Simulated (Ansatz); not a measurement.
Band structure of CsBrF₆ (R-3, 8 atoms in the cell).

```yaml
crystal:
  lattice:
    - [3.91812, 2.26213, 2.65360]
    - [-3.91812, 2.26213, 2.65360]
    - [0.00000, -4.52426, 2.65360]
  atoms:
    - { symbol: Cs, position: [0.50000, 0.50000, 0.50000] }
    - { symbol: Br, position: [0.00000, 0.00000, 0.00000] }
    - { symbol: F, position: [0.80563, 0.70085, 0.07803] }
    - { symbol: F, position: [0.19437, 0.29915, 0.92197] }
    - { symbol: F, position: [0.07803, 0.80563, 0.70085] }
    - { symbol: F, position: [0.92197, 0.19437, 0.29915] }
    - { symbol: F, position: [0.70085, 0.07803, 0.80563] }
    - { symbol: F, position: [0.29915, 0.92197, 0.19437] }
```

Level of theory: LDA (PW92), PAW files made with PBE (plane waves; Ansatz, a first-principles code).

Settings: basis.ecutwfc = 420 eV; kpoints.mp_grid.grid = 5 5 5; hamiltonian.xc = lda; hamiltonian.pseudopotentials = {kind: paw} (the program's default PAW files); scf.occupations.method = fermi_dirac; scf.occupations.width = 0.05 eV; kpoints.band_path.npoints = 8.

The starting cell comes from a database of computed structures (which also holds hypothetical and non-ambient phases and stackings), without a prior relaxation at this level.

Problem. Predict the gap along the standard path and the places of the band edges.

Solution. The gap along the path is 4.04 eV, direct at L to within 0.01 eV.

Levels in eV from the top of the valence band on the path, bands 26 to 33:
| point | 26 | 27 | 28 | 29 | 30 | 31 | 32 | 33 |
|---|---|---|---|---|---|---|---|---|
| Γ | -1.47 | -1.47 | -1.23 | -0.31 | 4.26 | 4.26 | 4.40 | 7.64 |
| P | -1.34 | -1.24 | -1.24 | -0.09 | 4.20 | 4.29 | 4.29 | 9.50 |
| Z | -1.35 | -1.24 | -1.24 | -0.10 | 4.20 | 4.30 | 4.30 | 9.47 |
| Q | -1.31 | -1.24 | -1.24 | -0.08 | 4.20 | 4.26 | 4.26 | 9.59 |
| F | -1.40 | -1.27 | -1.23 | -0.10 | 4.17 | 4.27 | 4.38 | 9.02 |
| P1 | -1.34 | -1.24 | -1.24 | -0.09 | 4.20 | 4.29 | 4.29 | 9.50 |
| Q1 | -1.31 | -1.24 | -1.24 | -0.08 | 4.20 | 4.26 | 4.26 | 9.59 |
| L | -1.32 | -1.25 | -1.18 | 0.00 | 4.04 | 4.10 | 4.31 | 9.01 |

Keys are those of Ansatz 0.2.
